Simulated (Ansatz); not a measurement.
Sb₂O₃ (Fd-3m, No. 227) was calculated with r²SCAN (Ansatz, a first-principles code, PAW).

Numerical settings: plane-wave cutoff 600 eV, 6×6×6 k mesh, scalar-relativistic PAW data made under PBE.

Computed at the level's own relaxed cell.

Hill averages of the elastic tensor: K = 17.1 GPa, G = 14.1 GPa. Volume 18.049 Å³/atom, mean atomic mass 58.304 u.

**Question.** Work out the density, the sound velocities of a polycrystal and the elastic Debye temperature at this level.

**Answer.** ρ = 1.66054 × 58.304/18.049 = 5.364 g/cm³. v_l = √[(K + 4G/3)/ρ] = 2.587 km/s and v_t = √(G/ρ) = 1.621 km/s. The mean follows from 3/v_m³ = 1/v_l³ + 2/v_t³: v_m = 1.785 km/s. Θ_D = (ħ/k_B) v_m (6π²/V)^(1/3) = 76.38 K Å s/km × 1.785 × 1.4859 Å⁻¹ = 203 K, counting all atoms of the cell.

Note: the relaxation could not lower the start's symmetry, so the cell can be a saddle point above a distorted one; the volume lies 5 % above that of the published cell.
